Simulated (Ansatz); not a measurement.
alpha quartz: the defect K interstitial

These are PBE, PAW (plane waves to 420 eV; Ansatz, a quantum-chemistry and plane-wave program) values and carry that method's errors. The supercell holds 72 host sites (2×2×2 repeats of the unit cell), with a 2×2×2 Γ-centred k-point sampling for the final energies. Site at the start: void with 4O nearest, no. 2. Finite-size correction: monopole term and site-potential alignment. Dielectric constants: PBE linear response of the host. Host gap at this level: 5.68 eV. Finite-size and sampling errors can reach tenths of an eV here. PBE underestimates the host's gap, which shifts levels and can delocalise carriers. Spin–orbit coupling is left out. Each state is the lowest found from its start.

The name describes the start; the neighbours show where the added atom ended.

```tsv
charge	moment (μB)	point group	largest move off a lattice site (Å)	neighbours of the added atom at the end (Å)	image correction with alignment (eV)
+1	not spin-polarised	C2	0.72	O 2.48, O 2.48, O 2.60, O 2.60, O 2.66, O 2.66	0.68
0*	quenched	C2	0.71	O 2.49, O 2.49, O 2.60, O 2.60, O 2.65, O 2.65	–
```

* At this level the carrier isn't localised at the defect: at charge 0 electrons occupy the conduction band. Such a state is shallow or no state of the defect, and this cell gives it no level.

Point groups are those of the whole cell at tolerances of 0.03 and 0.1 Å ("near" where only the looser one holds); none is given for unsettled states.

Starting moments that weren't kept: charge 0 began with 1 μB and ended with 0.0.

No other site or start that was run ended lower by more than 0.1 eV.

Flagged in the runs: a doubtful potential alignment, a host whose relaxation on this sampling wasn't shown to rest, a strain field that reaches the edge of the cell.
